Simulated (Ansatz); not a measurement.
Start from ZnCu₂SnSe₄ (space group I-4, No. 82; a = 5.764 Å, c = 11.526 Å). Axes: x, y, z lie along a, b, c of the conventional cell.

All numbers come from Kohn–Sham DFT with the PBE functional, run in Ansatz (a first-principles code) with PAW and 420 eV plane waves, no spin-orbit coupling, earlier PAW set.

For the base:

The shortest interatomic distance is 2.433 Å, the pressure is 0.0 GPa and the band gap is zero.

Perturbation: compressive biaxial strain of 1.79 % in the plane normal to [001], as in epitaxy on a mismatched substrate; the out-of-plane cell vector and the atoms relax.

Question: Estimate the effect on the energy relative to the base, shortest interatomic distance, pressure and band gap.

Answer: The energy rises by 3.3 meV/atom; the shortest interatomic distance drops by 0.012 Å to 2.421 Å; the pressure (mean of the normal stresses, compression positive) goes from zero to 0.8 GPa; the band gap stays zero.

A case with no gap was solved on a k-mesh chosen for an insulator, which is coarse for it. Whether these cells are dynamically stable was not tested. The final runs are not spin-polarised. Gaps under 0.05 eV, about the width of the smearing, are given as zero. The zero or small gap of ZnCu2SnSe4 can change with the level of theory.
